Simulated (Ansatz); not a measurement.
Consider ZnS in the wurtzite structure (space group P6_3mc, No. 186; a = 3.738 Å, c = 6.143 Å). Axes: x lies along a and z along c of the hexagonal cell.

Level of theory: LDA (Ansatz, a first-principles code; PAW; 420 eV plane waves; scalar-relativistic without spin-orbit coupling).

For the base:

```
Property                              Value
---------------------  --------------------
Valence-band top at Γ  0.00, 0.00, -0.10 eV
Gap character                   direct at Γ
```

Modification: tensile biaxial strain of 2.40 % in the plane normal to [001], as in epitaxy on a mismatched substrate; the out-of-plane cell vector and the atoms relax.

Question: Estimate the effect on the ratio −ε⊥/ε∥, valence-band top at Γ and gap character.

Answer: The ratio −ε⊥/ε∥ comes out as 0.60; the valence-band top at Γ (three highest levels, from the VBM) goes from 0.00, 0.00, -0.10 eV to 0.00, -0.08, -0.08 eV; the gap character remains direct at Γ.

Whether these cells are dynamically stable was not tested.
